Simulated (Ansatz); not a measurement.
The starting structures come from a database of crystals and need not be the phases stable at ambient conditions.

 Where the default PAW files enter, the runs use the earlier of Ansatz's two default sets.

**Evanescent states of BaBrF (P4/nmm, not sure to be the ambient phase, 6 atoms a cell, 25.7 Å³ an atom) along the normal of (110)**

Calculation: r2SCAN (plane waves, PAW; Ansatz, a program for electronic structure).

The gap is the functional's own, uncorrected, and κ follows it; spin-orbit coupling is left out. Mid-gap values are interpolated between the computed energies.

Energies count from the valence-band top; κ is the least over a 6×4 mesh across the current.

| E (eV) | κ (1/Å) | where |
|---|---|---|
| 0.12 | 0.121 | Γ |
| 0.38 | 0.198 | Γ |
| 0.62 | 0.243 | Γ |
| 0.88 | 0.274 | Γ |
| 1.12 | 0.297 | Γ |
| 1.38 | 0.314 | Γ |
| 1.62 | 0.327 | Γ |
| 1.88 | 0.337 | Γ |
| 2.12 | 0.344 | Γ |
| 2.38 | 0.348 | Γ |
| 2.62 | 0.350 | Γ |
| 2.88 | 0.350 | Γ |
| 3.12 | 0.348 | Γ |
| 3.38 | 0.344 | Γ |
| 3.62 | 0.338 | Γ |
| 3.88 | 0.330 | Γ |
| 4.12 | 0.320 | Γ |
| 4.38 | 0.308 | Γ |
| 4.62 | 0.284 | Γ |
| 4.88 | 0.235 | Γ |
| 5.12 | 0.170 | Γ |
| 5.38 | 0.037 | Γ |

Problem. How thick must the barrier be to attenuate the transmission by 10^6 when the electrodes' Fermi level lies at 1.62 eV, and what attenuation does that film give at 1.88 eV?

Solution. d = 6 ln 10 / (2 × 0.327) = 21.1 Å. At 1.88 eV it gives 6 × 0.337/0.327 = 6.2 decades.
